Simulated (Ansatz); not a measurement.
# Response to strain in hypothetical CsCl type GaN

The parent structure is GaN in the CsCl type structure (space group Pm-3m, No. 221; a = 2.7427 Å; a hypothetical phase, not in the database extracts checked; relaxed with 0.1 eV smearing). Axes: x, y, z lie along the cube axes.

Strains are applied to the cell and any free atomic positions relax; under biaxial strain the out-of-plane vector relaxes too; under stress the whole cell relaxes.

Calculations: PBE (Ansatz, a quantum-chemistry and plane-wave program, PAW, scalar-relativistic without spin-orbit coupling).

Notes on the quantities. energy relative to the base: free energy F; pressure: mean of the normal stresses, compression positive.

| variant | energy relative to the base | pressure | shortest interatomic distance | space group |
|---|---|---|---|---|
| base | 0 meV/atom | 0.0 GPa | 2.375 Å | Pm-3m (No. 221) |
| biaxial strain +2.25 %, plane normal [001], relaxed out of plane | +8.4 meV/atom | -3.7 GPa | 2.399 Å | P4/mmm (No. 123) |
| biaxial strain −1.05 %, plane normal [110], relaxed out of plane | -2.1 meV/atom | -1.9 GPa | 2.350 Å | Cmmm (No. 65) |
| biaxial strain +0.60 %, plane normal [110], relaxed out of plane | -0.7 meV/atom | 1.2 GPa | 2.350 Å | Cmmm (No. 65) |
| biaxial strain +2.11 %, plane normal [111], relaxed out of plane | -19 meV/atom | 7.5 GPa | 2.185 Å | R-3m (No. 166) |
| isotropic strain −2.83 % | +38 meV/atom | 15.4 GPa | 2.308 Å | Pm-3m (No. 221) |
| isotropic strain +0.56 % | +1.3 meV/atom | -2.4 GPa | 2.389 Å | Pm-3m (No. 221) |
| uniaxial strain ε_yy = −1.49 % | +1.9 meV/atom | 2.3 GPa | 2.364 Å | P4/mmm (No. 123) |
| uniaxial stress, 1 GPa compression along x | +0.2 meV/atom | – | 2.374 Å | P4/mmm (No. 123) |
| tensor shear ε_xz = −1.18 % | -1.3 meV/atom | 0.0 GPa | 2.357 Å | Cmmm (No. 65) |

Beyond what the load breaks, stability against distortions was not tested. All final runs are without spin polarisation. Under biaxial strain −1.05 %, plane normal [110], relaxed out of plane, biaxial strain +0.60 %, plane normal [110], relaxed out of plane and biaxial strain +2.11 %, plane normal [111], relaxed out of plane and more the cell ends below the base's energy or with stress of the wrong sign: the atoms slid into a distortion or the cell is elastically unstable, so the base is not a stable minimum at this level.
